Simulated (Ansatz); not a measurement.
The parent structure is WS2 in the 2H-MoS2 type structure (space group P6_3/mmc, No. 194; a = 3.115 Å, c = 11.773 Å; layered, stacked along the Cartesian z axis).

The values are results of Ansatz (an electronic-structure program), PBEsol-D3(BJ), PAW, cutoff 420 eV, no SOC, not measurements.

Before the change:

```
Item       Result
--------  -------
Band gap  0.65 eV
```

Perturbation: every lattice vector is stretched by 1.04 %, atoms relaxed at fixed cell.

### Question
Estimate the effect on the largest internal atomic displacement.

### Answer
The largest internal atomic displacement comes out as 0.026 Å.

### Question
Estimate the effect on the band gap.

### Answer
The band gap increases by 0.082 eV, from 0.65 eV to 0.74 eV.

With W present, leaving out spin-orbit coupling can change the band edges. The cells carry an imposed strain or load. Whether these cells are dynamically stable was not tested.
